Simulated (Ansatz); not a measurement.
# BaAlSiH, pressure series

Consider BaAlSiH (space group P3m1, No. 156; a cell from a computed database, its experimental status unchecked).

```xyz
4
Lattice="4.3092 0.0000 0.0000 -2.1546 3.7319 0.0000 0.0000 0.0000 5.2163" Properties=species:S:1:pos:R:3 pbc="T T T"
Ba     0.0000     0.0000     0.0105
Al     2.1546     1.2440     2.4212
Si     0.0000     2.4879     2.8348
H      2.1546     1.2440     0.6953
```

Cell and atoms are relaxed at each pressure.

The values are results of r2SCAN+rVV10 (Ansatz, an electronic-structure program), no spin-orbit coupling, earlier PAW set, not measurements.

```json
[
 {"pressure (GPa)": "-1", "volume per atom (Å³/atom)": "21.391"},
 {"pressure (GPa)": "0", "volume per atom (Å³/atom)": "20.971"},
 {"pressure (GPa)": "0.9", "volume per atom (Å³/atom)": "20.622"},
 {"pressure (GPa)": "2.1", "volume per atom (Å³/atom)": "20.199"},
 {"pressure (GPa)": "9", "volume per atom (Å³/atom)": "18.338"},
 {"pressure (GPa)": "15", "volume per atom (Å³/atom)": "?"},
 {"pressure (GPa)": "22.5", "volume per atom (Å³/atom)": "15.960"}
]
```

Problem. Fit the third-order Birch–Murnaghan form P(V) = (3B₀/2)[(V₀/V)^(7/3) − (V₀/V)^(5/3)]·[1 + (3/4)(B₀′ − 4)((V₀/V)^(2/3) − 1)] (squares taken in P) to the rows shown and predict the withheld row.

Solution. Least squares on the printed values gives V₀ = 20.969 Å³/atom, B₀ = 54.2 GPa, B₀′ = 3.2; this predicts 17.131 Å³/atom, and the run gives 17.169 Å³/atom, 0.038 higher.

Load acts through the strain it causes; cell and atoms are relaxed under it. Whether these cells are dynamically stable was not tested. Competing high-pressure phases were not computed.
